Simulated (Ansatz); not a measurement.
**CuC6 (model structure, P6/mmm, No. 191, 7 atoms in the cell)**

The numbers are results of LDA (Ansatz, a program for electronic structure, plane waves, PAW), not measurements.

Numerical settings: plane-wave cutoff 520 eV, 18×18×12 k mesh (along the axes of the cell as run), Fermi–Dirac smearing 0.05 eV, no spin polarisation, scalar-relativistic PAW data made under PBE.

Cell (relaxed at this level):

```cif
data_C6Cu
_chemical_formula_sum 'C6 Cu1'
_space_group_name_H-M_alt 'P6/mmm'
_space_group_IT_number 191
_space_group_name_Hall '-P 6 2'
_cell_length_a 4.30642
_cell_length_b 4.30642
_cell_length_c 3.62931
_cell_angle_alpha 90.000
_cell_angle_beta 90.000
_cell_angle_gamma 120.000
loop_
_atom_site_label
_atom_site_type_symbol
_atom_site_symmetry_multiplicity
_atom_site_Wyckoff_symbol
_atom_site_fract_x
_atom_site_fract_y
_atom_site_fract_z
_atom_site_occupancy
C1 C 6 j 0.00000 0.33595 0.00000 1
Cu1 Cu 1 b 0.00000 0.00000 0.50000 1
```

bulk modulus: 87.1 GPa

Note: the run has no spin polarisation, so it can have missed a magnetic state; the bulk modulus is −V dP/dV from two relaxed cells at ±2 % in volume; the relaxation could raise the start's symmetry but not lower it, so the cell can be a saddle point.

Computed values are for the static lattice.

Cost on a shared machine: roughly 12 core-minutes.

A model structure was made by putting elements into a prototype or built by hand; it is no filed structure, need not be a known phase, and can be a saddle point held by its symmetry.
